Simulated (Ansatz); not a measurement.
Defect migration in monoclinic HfO2: O vacancy, neutral cell. All values below come from PBE, PAW (plane waves to 420 eV; Ansatz, an electronic-structure program).

Cell of 96 host sites held at the relaxed PBE lattice; the Γ point alone; Fermi-Dirac width 0.01 eV, spin-restricted; finite-size errors left in. No zero-point or tunnelling terms. Spin-orbit coupling is left out. The charge state is imposed; whether it is stable for some Fermi level was not computed. Forms of the defect that were not tried may lie lower.

Barriers: single points on a 2×2×2 k-point mesh shifted by half a step at the bands' geometries (they differ from the bands' own by up to 0.14 eV, and are uncertain by about as much).

The step: one O atom jumps into the vacancy from a nearby O site; the atom moves 2.59 Å along (0.00, -0.01, -0.48) of the unit cell; the moving atom starts with neighbours Hf at 2.13, Hf at 2.15, Hf at 2.30, Hf at 2.31; O at 2.57, O at 2.60, O at 2.72, O at 2.74 Å and ends with Hf at 2.18, Hf at 2.20, Hf at 2.23, Hf at 2.25; O at 2.56, O at 2.59, O at 2.72, O at 2.74 Å.

Q: What is the computed migration barrier of this step (PBE, PAW)?

A: 2.66 eV, the same both ways. At the saddle the moving atom has neighbours 2 Hf at 1.97 Å. The program found a first-order saddle point.
